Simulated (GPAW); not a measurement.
## Input and output of a self-consistent single point for TiC (Fm-3m, 2 atoms in the cell) (GPAW)

Method: PBE, GPAW PAW datasets PBE (gpaw-data 1.0.1) (plane waves; GPAW 25.7.0).

Input:

```python
from ase import Atoms
from ase.units import GPa
from gpaw import GPAW, PW, FermiDirac

atoms = Atoms(['Ti', 'C'],
              cell=[[0.000000, 2.158505, 2.158505],
                    [2.158505, 0.000000, 2.158505],
                    [2.158505, 2.158505, 0.000000]],
              positions=[[0.000000, 0.000000, 0.000000],
                         [2.158505, 2.158505, 2.158505]],
              pbc=True)

calc = GPAW(mode=PW(900),
            xc='PBE',
            kpts=(7, 7, 7),
            occupations=FermiDirac(0.1),
            nbands=-8,
            convergence={'density': 1e-05},
            symmetry={'symmorphic': False, 'tolerance': 0.0005},
            maxiter=150)

atoms.calc = calc

energy = atoms.get_potential_energy()
print('Energy (eV):', round(energy, 6))
forces = atoms.get_forces()
print('Forces (eV/Ang):')
print(forces.round(5))
stress = atoms.get_stress()
print('Stress (GPa, Voigt):', (stress / GPa).round(4))
```

Log, with long lists cut:

```
Input parameters:
  convergence: {density: 1e-05}
  kpts: [7 7 7]
  maxiter: 150
  mode: {ecut: 900.0000000000001,
         name: pw}
  nbands: -8
  occupations: {fixmagmom: False,
                name: fermi-dirac,
                width: 0.1}
  symmetry: {symmorphic: False,
             tolerance: 0.0005}
  xc: PBE

species:
  Ti:
    name: Titanium
    Z: 22.0
    valence: 12
    core: 10
    charge: 0.0
    file: Ti.PBE.gz

    # Using partial waves for Ti as LCAO basis

  C:
    name: Carbon
    Z: 6.0
    valence: 4
    core: 2
    charge: 0.0
    file: C.PBE.gz

    # Using partial waves for C as LCAO basis

Reference energy: -24251.642397  # eV

Spin-paired calculation

Convergence criteria:
 Maximum [total energy] change in last 3 cyles: 0.0005 eV / valence electron
 Maximum integral of absolute [dens]ity change: 1e-05 electrons / valence electron
 Maximum integral of absolute [eigenst]ate change: 4e-08 eV^2 / valence electron
 Maximum number of scf [iter]ations: 150

Symmetries present (total): 48
Symmetries with fractional translations: 0
343 k-points: 7 x 7 x 7 Monkhorst-Pack grid
20 k-points in the irreducible part of the Brillouin zone
       k-points in crystal coordinates                weights
   0:     0.00000000    0.00000000    0.00000000          1/343
   1:     0.14285714    0.14285714    0.00000000          6/343
   2:     0.14285714    0.14285714    0.14285714          8/343
   [... 7 lines left out ...]
          ...
  19:     0.42857143    0.42857143    0.42857143          8/343

Wave functions: Plane wave expansion
  Cutoff energy: 900.000 eV
  Number of coefficients (min, max): 1217, 1251
  Pulay-stress correction: 0.000000 eV/Ang^3 (de/decut=0.000000)

Occupation numbers: Fermi-Dirac:
  width: 0.1000  # eV

Eigensolver

Densities:
  Coarse grid: 24*24*24 grid
  Fine grid: 48*48*48 grid
  Total Charge: 0.000000

Density mixing:
  Method: separate
  Backend: pulay
  Linear mixing parameter: 0.05
  old densities: 5
  Damping of long wavelength oscillations: 50

Hamiltonian:
  XC and Coulomb potentials evaluated on a 48*48*48 grid
  External potential:
    NoExternalPotential

XC parameters: PBE with 2 nearest neighbor stencil

Number of atoms: 2
Number of atomic orbitals: 17
Number of bands in calculation: 16
Number of valence electrons: 16
Bands to converge: occupied

Density initialized from atomic densities
  16 bands from LCAO basis set

Atomic positions and initial magnetic moments

Positions:
   0 Ti     0.000000    0.000000    0.000000    ( 0.0000,  0.0000,  0.0000)
   1 C      2.158505    2.158505    2.158505    ( 0.0000,  0.0000,  0.0000)

Unit cell:
           periodic     x           y           z      points  spacing
  1. axis:    yes    0.000000    2.158505    2.158505    24     0.1039
  2. axis:    yes    2.158505    0.000000    2.158505    24     0.1039
  3. axis:    yes    2.158505    2.158505    0.000000    24     0.1039

  Lengths:   3.052587   3.052587   3.052587
  Angles:   60.000000  60.000000  60.000000

Effective grid spacing dv^(1/3) = 0.1133

     iter     time        total  log10-change:
                         energy   eigst   dens
iter:   1 --:--:--   -19.856310
iter:   2 --:--:--   -19.011251   -1.68  -0.90
iter:   3 --:--:--   -17.536312   -1.12  -0.97
iter:   4 --:--:--   -17.623484   -2.35  -1.53
iter:   5 --:--:--   -17.569766   -2.42  -1.41
iter:   6 --:--:--   -17.568463   -3.87  -2.62
iter:   7 --:--:--   -17.568458c  -5.45  -2.93
iter:   8 --:--:--   -17.568430c  -4.57  -2.94
iter:   9 --:--:--   -17.568416c  -6.63  -3.67
iter:  10 --:--:--   -17.568396c  -5.50  -3.66
iter:  11 --:--:--   -17.568396c  -6.90  -4.13
iter:  12 --:--:--   -17.568396c  -8.59c -4.92
iter:  13 --:--:--   -17.568396c -10.10c -4.96
iter:  14 --:--:--   -17.568397c  -9.25c -4.99
iter:  15 --:--:--   -17.568396c  -9.40c -5.02c

Converged after 15 iterations.

Dipole moment: (0.000000, -0.000000, -0.000000) |e|*Ang

Energy contributions relative to reference atoms: (reference = -24251.642397)

Kinetic:        +17.415656
Potential:      -18.448242
External:        +0.000000
XC:             -16.632520
Entropy (-ST):   -0.012199
Local:           +0.102808
SIC:             +0.000000
--------------------------
Free energy:    -17.574496
Extrapolated:   -17.568396

Showing only first 2 kpts
 Kpt  Band  Eigenvalues  Occupancy
  0     6     11.03102    0.00094
  0     7     11.03102    0.00094
  0     8     12.01063    0.00000
  0     9     12.01063    0.00000

  1     6     10.22508    1.19668
  1     7     10.22508    1.19668
  1     8     10.49368    0.18434
  1     9     12.25505    0.00000

Fermi level: 10.26494

No gap
No difference between direct/indirect transitions
Energy (eV): -17.568396

Forces in eV/Ang:
  0 Ti    0.00000    0.00000    0.00000
  1 C     0.00000    0.00000    0.00000

Stress tensor:
    -0.023888     0.000000    -0.000000
     0.000000    -0.023888    -0.000000
    -0.000000    -0.000000    -0.023888
Stress (GPa, Voigt): [-3.8272 -3.8272 -3.8272 -0.     -0.      0.    ]
```

The run converged in 15 iterations. GPAW prints stress with tension positive.

At such cutoffs GPAW's stress carries a finite-basis (Pulay) error, which enters relaxed cells too; its log prints stress with tension positive.

The starting cell has typed, rounded lattice constants, without a prior relaxation at this level. Its lattice was rescaled by up to half a per cent. Spin polarisation is off.
